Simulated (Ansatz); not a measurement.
WC (Fm-3m, No. 225, 2 atoms in the cell; start mp-13136; a measured phase of this formula has another space group), treated with r²SCAN (Ansatz, a program for electronic structure, plane waves, PAW).

Settings: plane-wave cutoff 560 eV, 22×22×22 k mesh, Fermi–Dirac smearing 0.05 eV, no spin polarisation, scalar-relativistic PAW data made under PBE.

Cell (relaxed at this level):

WC is taken in the cubic space group Fm-3m (No. 225), the rock salt structure, Pearson symbol cF8. Conventional cell: a = 4.365 Å, b = 4.365 Å, c = 4.365 Å, α = 90.00°, β = 90.00°, γ = 90.00°. W on 4a is surrounded by 6 C at 2.183 Å and 12 W at 3.087 Å. C on 4b sees 6 W at 2.183 Å (octahedral). (Neighbours: up to the widest gap in distance over summed covalent radii, below 1.35, at either atom; cation-cation and far metal-metal contacts left out.)
(The calculation used a cell of 2 atoms; values per cell refer to that cell.)

Q: Estimate the bulk modulus that the calculation returns.

A: 
- bulk modulus: 383 GPa

Note: the run has no spin polarisation, so it can have missed a magnetic state; the bulk modulus is −V dP/dV from two relaxed cells at ±2 % in volume; the relaxation could not lower the start's symmetry, so the cell can be a saddle point above a distorted one.

Spin–orbit coupling is not included; it can open a gap where bands touch, and shift volumes and moduli.

Static lattice: no zero-point or thermal effects.

Cost on a shared machine: very roughly 40 core-seconds.

A start named mp-… is a Materials Project structure, which need not be a measured phase.
